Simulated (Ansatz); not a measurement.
We consider CdS (Fm-3m, No. 225, 2 atoms in the cell; start mp-370; high-pressure phase), described by r²SCAN+rVV10 (plane waves, PAW; Ansatz, a quantum-chemistry and plane-wave program).

Run with plane-wave cutoff 500 eV, 12×12×12 k mesh, Fermi–Dirac smearing 0.05 eV, scalar-relativistic PAW data made under PBE.

Cell (relaxed at this level):

CdS has the cubic space group Fm-3m (No. 225), the rock salt structure, Pearson symbol cF8. Cell: a = 5.4287 Å, b = 5.4287 Å, c = 5.4287 Å, α = 90.00°, β = 90.00°, γ = 90.00°. Cd on 4a has 6 S at 2.714 Å (octahedral). S on 4b is surrounded by 6 Cd at 2.714 Å (octahedral). (Neighbours: up to the widest gap in distance over summed covalent radii, below 1.35, at either atom; cation-cation and far metal-metal contacts left out.)
(The calculation used a cell of 2 atoms; values per cell refer to that cell.)

Question: Estimate the band gap that the calculation returns.

Answer: 
band gap: 0.73 eV (on the SCF k mesh)

Note: the relaxation could not lower the start's symmetry, so the cell can be a saddle point above a distorted one.

Spin–orbit coupling is not included.

The computed numbers hold no vibrational or temperature effects.

A start named mp-… is a Materials Project structure, which need not be a measured phase.
